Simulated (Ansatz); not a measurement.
Base system: ZrSi₂ (space group Cmcm, No. 63).

```yaml
crystal:
  lattice:
    - [1.85229, -7.39763, 0.00000]
    - [1.85229, 7.39763, 0.00000]
    - [0.00000, 0.00000, 3.67900]
  atoms:
    - { symbol: Si, position: [0.94686, 0.05314, 0.75000] }
    - { symbol: Si, position: [0.05314, 0.94686, 0.25000] }
    - { symbol: Si, position: [0.24979, 0.75021, 0.75000] }
    - { symbol: Si, position: [0.75021, 0.24979, 0.25000] }
    - { symbol: Zr, position: [0.60539, 0.39461, 0.75000] }
    - { symbol: Zr, position: [0.39461, 0.60539, 0.25000] }
```

Cartesian axes are those of the cell as printed.

Method: Ansatz (a program for electronic structure) PBE, no SOC, earlier PAW set.

It is then changed as follows: the cell is scaled by 0.9717 in all directions, atoms relaxed at fixed cell.

Question: Predict the stress tensor and what it implies for the stiffness.

Answer: Stress of the strained cell less that of the base (GPa, compression positive):
```
   13.8     0.0     0.0
    0.0    11.0     0.0
    0.0     0.0    14.8
```

Then B = −ΔP/(ΔV/V₀) with ΔV/V₀ = -0.0825 gives secant stiffness values (nonlinear terms included at this strain): B (at held cell shape, above the free-shape value) ≈ 160 GPa.

As a check, the harmonic strain energy −½ V₀ Δσ:ε is 59 meV/atom; the computed energy rise is 53 meV/atom.

Whether these cells are dynamically stable was not tested. All final runs are without spin polarisation.
